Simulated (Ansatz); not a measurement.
An Ansatz (a quantum-chemistry and plane-wave program) run: Mg with a change (pressure −1 GPa); DFT with PBEsol, PAW potentials and a 420 eV plane-wave cutoff in Ansatz, no spin-orbit coupling.

Input:

Ansatz 0.2 input:
```yaml
crystal:
  lattice:
    - [5.0664109454, 0, 0]
    - [-2.5332054727, 4.3876405847, 0]
    - [0, 0, 3.0787203788]
  atoms:
    - { symbol: Mg, position: [0, 0, 0] }
    - { symbol: Mg, position: [0.3333333333, 0.6666666667, 0.5] }
    - { symbol: Mg, position: [0.6666666667, 0.3333333333, 0.5] }
basis: { ecutwfc: 420, ecutrho_ratio: 4, xc_grid: 2, fft_grid_basis: typed }
kpoints: { mp_grid: { grid: [11, 11, 15] } }
hamiltonian:
  xc: pbesol
  dispersion: none
  pseudopotentials: { kind: paw }
scf: { occupations: { method: fermi_dirac, width: 0.05 } }
relax: { f_tol: 0.01, max_steps: 60, cell: { stress_tol: 0.02, p_target: -1.0 } }
output: { forces: true, stress: true }
checkpoint: { write: state.ck, write_every: 1000 }
```

Output (explanatory and most iteration lines left out):

```
Relaxation: its limit of steps is 60 (relax.max_steps)
Pseudopotential: Mg, paw, valence charge 10
Crystal: 3 atoms, lattice volume = 68.439 Å³
Basis set: ecut = 420 eV, 1325 PW (Γ), exchange–correlation on 72×72×48 points (8 copies of the dense FFT grid, shifted against one another)
Bands: 19, of which v1, the nominal top of the filled ones, is band 15 counted from 1 (14 counted from 0)
Symmetry: 24 space group operations
Space group: P6/mmm (ITA 191), of the structure as read, at distance tolerance 4.1e-5 Å
k-points: 128 of 1815
Functional: x = pbesol(κ = 0.804, μ = 0.12345679012345678), c = pbesol(β = 0.046)
SCF iter   1: F=—  HF=-5735.986993 eV  |F-HF|=—  |Δ(HF+E_count)|=         —  Δρ=2.06e-3  dr2=1.72e-3  ethr=1.77e-3  ⟨swp⟩=5.9  Hψ=10673  notcnv=0
SCF iter   2: F=—  HF=-5735.984903 eV  |F-HF|=—  |Δ(HF+E_count)|=   2.09e-3  Δρ=9.84e-4  dr2=5.46e-4  ethr=5.72e-6  ⟨swp⟩=2.8  Hψ=5509  notcnv=0
SCF 1 converged in 6 iterations: F = -5735.984721 eV  dr2 = 1.24e-9
relax step   1: F+E_penalty+E_count = -5735.98472086 eV  Δ(F+E_penalty+E_count) = +0.000e0 eV  max|allowed force component| = 2.062e-17 eV/Å  Δτ_max = 0.0000 Å  P = -0.000 GPa  Ω = 68.439 Å³  (6 SCF iters, dr2 threshold 1.00e-7 eV, accepted)
[... steps on the carried basis left out ...]
relax step   4: F+E_penalty+E_count = -5735.97820838 eV  Δ(F+E_penalty+E_count) = -3.337e-5 eV  max|allowed force component| = 1.002e-17 eV/Å  Δτ_max = 0.0000 Å  P = -0.990 GPa  Ω = 70.495 Å³  stress off target by 1.27e-2 GPa  SCF on the basis re-selected at this cell (its energy is not comparable with the rows above)  (5 SCF iters)
SCF converged after 5 iterations
Free energy (F): -5735.978208 eV
Internal energy: -5735.968268 eV  (E = F + TS)
E sigma→0 (E₀):  -5735.973238 eV
Entropy (-TS):   -0.009940 eV (-3.313 meV/atom)
Fermi energy:    5.443691 eV
--- Forces (eV/Å), atoms counted from 1 ---
  atom   1  Mg    -0.00000000    -0.00000000     0.00000000
  atom   2  Mg    -0.00000000    -0.00000000     0.00000000
  atom   3  Mg     0.00000000     0.00000000    -0.00000000
--- Stress (GPa, compression-positive) ---
       -0.987347      -0.000000       0.000000
       -0.000000      -0.987347       0.000000
        0.000000       0.000000      -0.994806
  P = ⅓ Tr σ = -0.9898 GPa (-9.898 kbar)
--- Relaxed structure (3 steps of the walk, 3 accepted, 1 SCFs on fresh bases) ---
  cell:  # Å, volume = 70.4949 Å³
    - [5.115849163779995, 0.0, 0.0]
    - [-2.5579245818899974, 4.430455337762853, 0.0]
    - [0.0, 0.0, 3.1102251568665]
  atoms:
    - { symbol: Mg, position: [2.985500762551609e-36, 1.2192897977363433e-36, 0.0] }
    - { symbol: Mg, position: [0.3333333333333333, 0.6666666666666666, 0.5] }
    - { symbol: Mg, position: [0.6666666666666666, 0.3333333333333333, 0.5] }
```

Load acts through the strain it causes; cell and atoms are relaxed under it. Whether these cells are dynamically stable was not tested. The cell was made from Mg (space group P6/mmm, No. 191; a model cell, its experimental status unchecked) by this change: pressure −1 GPa. This is not the structure that Mg has at room temperature and ambient pressure.
